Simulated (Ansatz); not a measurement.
**hypothetical diamond Os with two functionals, pressure 5 GPa**

Base system: Os in the diamond structure (space group Fd-3m, No. 227; a = 5.556 Å; a hypothetical phase, not in the database extracts checked).

(Cell as relaxed with PBE.)

Levels (all Ansatz, a program for electronic structure, PAW): PBE (420 eV, no SOC); PBEsol (420 eV, spin-orbit coupling left out).

Each level relaxes its own structure.

| base | PBE | PBEsol |
|---|---|---|
| volume per atom | 21.44 Å³ | 20.81 Å³ |
| lattice parameter a | 555.6 pm | 550.1 pm |
| band gap | zero | zero |

The change: a hydrostatic pressure of 5 GPa.

| quantity | PBE | PBEsol |
|---|---|---|
| volume per atom | 20.95 Å³ | … |
| band gap | zero | … |

Problem. Predict the PBEsol column.

Solution. 
- volume per atom, PBEsol: 20.37 Å³
- band gap, PBEsol: zero

PBE's volume per atom lies 0.574 Å³ above PBEsol's (2.8 %); the two agree on the band gap. Neither level is exact; PBEsol is the comparison here, not a measurement.

Load acts through the strain it causes; cell and atoms are relaxed under it. No phonon test of stability was made. No other phases were tried under pressure. The final runs are not spin-polarised.
